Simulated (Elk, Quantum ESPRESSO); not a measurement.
A Quantum ESPRESSO input for a self-consistent single point of Tc3Sn (P-6m2, 4 atoms in the cell) (DFT, PBEsol, plane waves, GBRV 1.5 ultrasoft (PBESOL) pseudopotentials):

```fortran
&control
    calculation = 'scf'
    outdir = './tmp'
    pseudo_dir = './'
    tprnfor = .true.
    tstress = .true.
/
&system
    ibrav = 4
    celldm(1) = 5.338126102
    celldm(3) = 2.93496067305
    nat = 4
    ntyp = 2
    ecutwfc = 40
    ecutrho = 320
    occupations = 'smearing'
    smearing = 'fd'
    degauss = 0.0036749
/
&electrons
    conv_thr = 1.0d-10
/
ATOMIC_SPECIES
Tc    97.9072  tc_pbesol_v1.uspp.F.UPF
Sn   118.7100  sn_pbesol_v1.4.uspp.F.UPF
ATOMIC_POSITIONS angstrom
Tc    0.000000000    0.000000000    4.145360000
Tc    0.000000000    1.630907517    2.170344682
Tc    0.000000000    1.630907517    6.120375318
Sn    0.000000000    0.000000000    0.000000000
K_POINTS automatic
12 12 4  0 0 0
```

Task: Give the Elk input for the same structure, mesh, smearing and functional.

Result: One input that does it (others would too):

```
tasks
  0

xctype
  22

rgkmax
  7.0

rmtscf
  0.89

stype
  3

swidth
  0.00183747

avec
    5.3381261016   -0.0000003329    0.0000000000
   -2.6690627625    4.6229529790    0.0000000000
    0.0000000000    0.0000000000   15.6671901760

atoms
  2   : nspecies
  'Tc.in'   : spfname
  3   : natoms; atposl, bfcmt below
  0.0000000000  0.0000000000  0.5000000000    0.0 0.0 0.0
  0.3333333333  0.6666666667  0.2617800000    0.0 0.0 0.0
  0.3333333333  0.6666666667  0.7382200000    0.0 0.0 0.0
  'Sn.in'   : spfname
  1   : natoms; atposl, bfcmt below
  0.0000000000  0.0000000000  0.0000000000    0.0 0.0 0.0

ngridk
  12 12 4
```

Basis, cutoffs, solver keys and any potentials are the target program's own. This input uses DFT, PBEsol, all-electron FP-LAPW, Elk's shipped species files, default APW+lo basis.

The starting cell comes from a database of computed structures (which also holds hypothetical and non-ambient phases and stackings), without a prior relaxation at this level. Its lattice was rescaled by a random factor within 2.5 % of one. For this run, on top of that: lattice scaled by 0.98.
